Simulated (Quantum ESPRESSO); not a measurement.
A self-consistent single point of Ta (Im-3m, 1 atom in the cell) with Quantum ESPRESSO.

Method: PBEsol, PSlibrary ultrasoft (PBE) pseudopotentials (plane waves; Quantum ESPRESSO 7.5).

```xyz
1
Lattice="-1.6500 1.6500 1.6500 1.6500 -1.6500 1.6500 1.6500 1.6500 -1.6500" Properties=species:S:1:pos:R:3 pbc="T T T"
Ta     0.0000     0.0000     0.0000
```

Reference input (self-consistent single point, DFT, PBE, plane waves, PSlibrary ultrasoft (PBE) pseudopotentials): ecutwfc = 50 Ry; ecutrho = 300 Ry; occupations = smearing; smearing = fd; degauss = 0.0036749 Ry; potentials = {Ta: Ta.pbe-spn-rrkjus_psl.1.0.0.UPF}; K_POINTS = automatic 14 14 14 0 0 0; conv_thr = 1e-11 Ry; mixing_beta = 0.3. This run's input differs from it in these lines:

```diff
@@ -17,2 +17,3 @@
  degauss = 0.0036749
+ input_dft = 'pbesol'
 /
```

Output, abridged:

```
     Self-consistent Calculation

     iteration #  1     ecut=    50.00 Ry     beta= 0.30

     Threshold (ethr) on eigenvalues was too large:
     Diagonalizing with lowered threshold

     total energy              =    -139.98163524 Ry
     estimated scf accuracy    <       0.02703524 Ry

     iteration #  2     ecut=    50.00 Ry     beta= 0.30

     total energy              =    -139.97795194 Ry
     estimated scf accuracy    <       0.00828786 Ry

     iteration #  3     ecut=    50.00 Ry     beta= 0.30

     total energy              =    -139.97950750 Ry
     estimated scf accuracy    <       0.00024881 Ry

   [... 5 blocks of this kind left out ...]

     iteration #  9     ecut=    50.00 Ry     beta= 0.30

     total energy              =    -139.97950448 Ry
     estimated scf accuracy    <          1.3E-11 Ry

     iteration # 10     ecut=    50.00 Ry     beta= 0.30
     End of self-consistent calculation

     Number of k-points >= 100: set verbosity='high' to print the bands.

     the Fermi energy is    18.4320 ev

!    total energy              =    -139.97950448 Ry
     estimated scf accuracy    <          5.9E-12 Ry
     smearing contrib. (-TS)   =      -0.00062076 Ry
     internal energy E=F+TS    =    -139.97888372 Ry

     convergence has been achieved in  10 iterations

     Forces acting on atoms (cartesian axes, Ry/au):

     atom    1 type  1   force =     0.00000000    0.00000000    0.00000000

     Total force =     0.000000     Total SCF correction =     0.000000

          total   stress  (Ry/bohr**3)                   (kbar)     P=      -44.27
  -0.00030095  -0.00000000  -0.00000000          -44.27       -0.00       -0.00
  -0.00000000  -0.00030095  -0.00000000           -0.00      -44.27       -0.00
  -0.00000000  -0.00000000  -0.00030095           -0.00       -0.00      -44.27

   JOB DONE.
```

The run converged in 10 iterations. Against the reference run the pressure goes from 2.20 to -4.43 GPa.

The starting cell has typed, rounded lattice constants, without a prior relaxation at this level. Spin polarisation is off. With a pressure of about -4 GPa the cell is away from its equilibrium volume at this level.
